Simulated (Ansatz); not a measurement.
Start from ScBiO3 (space group R3c, No. 161; a cell from a computed database, its experimental status unchecked).

```xyz
10
Lattice="2.8565 1.6492 4.7684 -2.8565 1.6492 4.7684 0.0000 -3.2984 4.7684" Properties=species:S:1:pos:R:3 pbc="T T T"
Sc     0.0000     0.0000     3.1603
Sc     0.0000     0.0000    10.3129
Bi     0.0000     0.0000     0.0408
Bi     0.0000     0.0000     7.1934
O     -1.2876     1.9908     6.4595
O     -1.0803    -2.1105     6.4595
O      2.3678     0.1197     6.4595
O      0.4887    -1.5295     8.8437
O     -1.5689     0.3415     8.8437
O      1.0803     1.1880     8.8437
```

Cartesian axes are those of the cell as printed.

All numbers come from Kohn–Sham DFT with the PBEsol functional, run in Ansatz (a first-principles code) with PAW and 420 eV plane waves, no spin-orbit coupling.

Perturbation: an isotropic linear strain of −2.05 %, atoms relaxed at fixed cell.

Problem. Predict the stress tensor and what it implies for the stiffness.

Solution. Stress of the strained cell less that of the base (GPa, compression positive):
```
   9.80    0.00    0.00
   0.00    9.80    0.00
   0.00    0.00    6.59
```

Then B = −ΔP/(ΔV/V₀) with ΔV/V₀ = -0.0602 gives secant stiffness values (nonlinear terms included at this strain): B (at held cell shape, above the free-shape value) ≈ 145 GPa.

As a check, the harmonic strain energy −½ V₀ Δσ:ε is 23 meV/atom; the computed energy rise is 20 meV/atom.

No phonon test of stability was made. All final runs are without spin polarisation.
